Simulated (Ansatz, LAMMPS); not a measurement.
# Random Si-Ge alloy, 5x5x5 cubic cells, lattice parameter by Vegard's rule

Cell 27.84 × 27.84 × 27.84 Å, Si662Ge338, 1000 atoms. Prepared with Tersoff's 1989 multicomponent potential (SiCGe.tersoff) (LAMMPS): minimisation. 

Computed with PBE, support functions at accuracy medium on the grid of 370 eV (norm-conserving potentials; Ansatz, a first-principles code).

Basis: localised support functions (accuracy medium) on a full density matrix. k-points: zone centre alone; occupations: Fermi-Dirac, 0.020 eV; spin polarisation not allowed. Scalar-relativistic, no spin-orbit coupling.

```json
{
  "energy over the perfect crystal(s), per atom": "17 meV/atom",
  "Kohn-Sham gap of the cell on its k-mesh": "0.55 eV",
  "coordination (neighbours within 2.854 Å)": "100.0 % 4-fold",
  "Ge-Ge bonds, mean ± spread": "2.473 ± 0.008 Å",
  "Ge-Si bonds, mean ± spread": "2.427 ± 0.008 Å",
  "Si-Si bonds, mean ± spread": "2.380 ± 0.008 Å",
  "bond angles, mean ± spread": "109.5° ± 1.2°",
  "pressure": "-0.48 GPa",
  "cost_of_the_final_run": "about 50 core-minutes (a rough figure), 12 SCF iterations, 20 GiB"
}
```
